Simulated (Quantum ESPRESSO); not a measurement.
A self-consistent single point of La₂Cu₂SeSO₂ (P4mm, 8 atoms in the cell) with Quantum ESPRESSO.

Method of the run: PBEsol, GBRV 1.5 ultrasoft (PBESOL) pseudopotentials (plane waves; Quantum ESPRESSO).

The change in words: lattice scaled by 0.98. Reference geometry:
```
CELL_PARAMETERS angstrom
      4.06144     0.00000     0.00000
      0.00000     4.06144     0.00000
      0.00000     0.00000     8.76816
ATOMIC_POSITIONS crystal
  La 0.50000 0.50000 0.85885
  La 0.00000 0.00000 0.14590
  Cu 0.00000 0.50000 0.49163
  Cu 0.50000 0.00000 0.49163
  Se 0.00000 0.00000 0.66815
  S  0.50000 0.50000 0.33867
  O  0.00000 0.50000 0.00259
  O  0.50000 0.00000 0.00259
```

Reference input (self-consistent single point, DFT, PBEsol, plane waves, GBRV 1.5 ultrasoft (PBESOL) pseudopotentials): ecutwfc = 50 Ry; ecutrho = 400 Ry; occupations = smearing; smearing = fd; degauss = 0.00147 Ry; K_POINTS = automatic 5 5 3 0 0 0; conv_thr = 1e-09 Ry. This run's input differs from it in these lines:

```diff
@@ -11,3 +11,3 @@
     ibrav = 0,
-    celldm(1) = 7.6750036024,
+    celldm(1) = 7.5215030390,
     nat = 8,
@@ -43,3 +43,3 @@
    0.0000000000     1.0000000000     0.0000000000
-   0.0000000000     0.0000000000     2.1588821887
+   0.0000000000     0.0000000000     2.1588824001
```

Log, with long lists cut:

```
     Self-consistent Calculation

     iteration #  1     ecut=    50.00 Ry     beta= 0.70

---- Real-time Memory Report at c_bands before calling an iterative solver
          1156 MiB given to the printing process from OS
           152 MiB allocation reported by mallinfo(arena+hblkhd)
------------------

     negative rho (up, down):  1.402E-01 0.000E+00

     total energy              =   -1142.44101532 Ry
     estimated scf accuracy    <       2.72600004 Ry

     iteration #  2     ecut=    50.00 Ry     beta= 0.70

---- Real-time Memory Report at c_bands before calling an iterative solver
   [... lines left out ...]
          1250 MiB given to the printing process from OS
           176 MiB allocation reported by mallinfo(arena+hblkhd)
------------------

     negative rho (up, down):  1.057E-01 0.000E+00

     total energy              =   -1144.09568951 Ry
     estimated scf accuracy    <          2.7E-09 Ry

     iteration # 25     ecut=    50.00 Ry     beta= 0.70

---- Real-time Memory Report at c_bands before calling an iterative solver
          1250 MiB given to the printing process from OS
           176 MiB allocation reported by mallinfo(arena+hblkhd)
------------------

     negative rho (up, down):  1.057E-01 0.000E+00
     End of self-consistent calculation

     the Fermi energy is    12.7413 ev

!    total energy              =   -1144.09568952 Ry
     estimated scf accuracy    <          1.2E-10 Ry
     smearing contrib. (-TS)   =      -0.00000000 Ry
     internal energy E=F+TS    =   -1144.09568952 Ry

     convergence has been achieved in  25 iterations

     negative rho (up, down):  1.057E-01 0.000E+00

     Forces acting on atoms (cartesian axes, Ry/au):

     atom    1 type  1   force =     0.00000000    0.00000000   -0.01444366
     atom    2 type  1   force =     0.00000000    0.00000000    0.01889828
     atom    3 type  2   force =     0.00000000    0.00000000   -0.00452283
     atom    4 type  2   force =     0.00000000    0.00000000   -0.00452283
     atom    5 type  3   force =     0.00000000    0.00000000   -0.00182679
   [... lines left out ...]
     Total force =     0.025000     Total SCF correction =     0.000025
   [... lines left out ...]

     negative rho (up, down):  1.057E-01 0.000E+00
          total   stress  (Ry/bohr**3)                   (kbar)     P=       -3.65
  -0.00001871   0.00000000   0.00000000           -2.75        0.00        0.00
   0.00000000  -0.00001871   0.00000000            0.00       -2.75        0.00
   0.00000000   0.00000000  -0.00003706            0.00        0.00       -5.45

   JOB DONE.
```

The run converged in 25 iterations. Against the reference run the free energy drops by 21.8 meV/atom, the pressure goes from -6.45 to -0.37 GPa, the largest force goes from 0.421 to 0.486 eV/Å and the gap on the mesh goes from 1.444 to 1.560 eV. The full log also holds: “c_bands:  4 eigenvalues not converged”.

The starting cell comes from a database of computed structures (which also holds hypothetical and non-ambient phases and stackings), without a prior relaxation at this level. Its lattice was rescaled by a random factor within 2.5 % of one. For this run, on top of that: lattice scaled by 0.98.

Cost on one core of a shared machine: roughly 5 min.
